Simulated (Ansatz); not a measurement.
CdS: strain along the normal

CdS (wurtzite, P6_3mc, 26.037 Å³/atom at rest, c along z) under an equal strain ε in the (0001) plane with the normal axis free, as in a coherent film. PBE in Ansatz, a plane-wave DFT program (PAW, default set), 420 eV, 9×9×5 Γ-centred mesh, Fermi-Dirac smearing 0.05 eV; ions are relaxed within the symmetry of each cell.

Here s stands for strain and y for normal strain.

| strain (%) | normal strain (%) |
|---|---|
| -1.20 | 1.04 |
| -0.60 | 0.51 |
| 0.00 | 0.00 |
| 0.60 | -0.53 |
| 1.20 | -1.05 |
| 3.00 | ? |

Problem. Fit y against s with a straight line, and predict the withheld value at s = 3.00.

Solution. Means: s 0, y -0.006. About the means, the sum of products is -3.1320 and the sum of squares of s is 3.6000; the slope is their ratio. Least squares gives y = -0.006 - 0.8700·s. Residuals (row less fit): 0.002, -0.006, 0.006, -0.002, 0.000; standard error 0.005 (degrees of freedom: 3). The slope, -0.87 ± 0.00, is the elastic response of the normal axis, −2C13/C33. At the withheld row, y = -0.006 - 0.8700 × 3.0 = -2.616%. The calculation gives -2.62%, which the fit meets to the printed digits. The row lies outside the fitted rows, so this is an extrapolation. The fitted rows scatter only by rounding.

Rows are the converged runs of the series near zero and its far end; series whose fitted rows scatter by over a few per cent of the range, as at a crossing or softening among them, aren't shown in this form. Most that stay on the fit to the last digits aren't either.
